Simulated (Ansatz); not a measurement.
Formation energy of the bound charge states of C on the N site (C_N) in beta Si3N4 (start: the N(2,3-fold) site; 84-site cell, 2×2×2 shifted sampling) against the Fermi level, Si-rich (Δμ(N) = -1.86 eV, Δμ(C) = -0.41 eV, bounded by 6H silicon carbide; only phases computed here count, gases as isolated molecules at 0 K). Method: PBE, PAW (plane waves to 420 eV; Ansatz, a quantum-chemistry and plane-wave program).

Cell and caveats: 84-site cell; 2×2×2 shifted k-points; host gap 4.25 eV; charged states image-corrected; finite-size errors of tenths of an eV; flagged in the runs: a doubtful potential alignment, a host whose relaxation on this sampling wasn't shown to rest.

Left out: charge +1 (carrier in host band states).

```csv
E_F − E_VBM (eV),q = 0,q = −1
0.00,2.04,3.14
0.53,2.04,2.60
1.06,2.04,2.07
1.60,2.04,1.54
2.13,2.04,1.01
2.66,2.04,0.48
3.19,2.04,-0.05
3.72,2.04,-0.59
4.25,2.04,-1.12
```

Crossings of the lowest lines: (0/−1) at 1.09 eV.
